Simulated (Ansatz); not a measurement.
The starting structures come from a database of crystals and need not be the phases stable at ambient conditions.

Where the default PAW files enter, the runs use the earlier of Ansatz's two default sets.

Inside the gap of an insulator the Bloch states are evanescent, with a wavenumber k + iκ along the transport direction.

Given:

```yaml
crystal:
  lattice:
    - [3.99359, 0.00000, 0.00000]
    - [-1.99680, 3.45855, 0.00000]
    - [0.00000, 0.00000, 6.58611]
  atoms:
    - { symbol: Ga, position: [0.33333, 0.66667, 0.99998] }
    - { symbol: Ga, position: [0.66667, 0.33333, 0.49998] }
    - { symbol: As, position: [0.33333, 0.66667, 0.37402] }
    - { symbol: As, position: [0.66667, 0.33333, 0.87402] }
```

Space group of this cell: P6_3mc, wurtzite. The cell is taken as given.

Transport runs along the normal of the first two printed cell vectors, the (001) plane of the conventional cell.

No gap correction and no spin-orbit coupling; mid-gap is the computed energy nearest the middle.

**Question.** Give the band gap and the smallest decay constant κ at mid-gap that r2SCAN run with Ansatz (an electronic-structure program) yields.

**Answer.** Gap 0.97 eV on a 12×12×6 mesh; κ = 0.059 1/Å, at the zone centre.
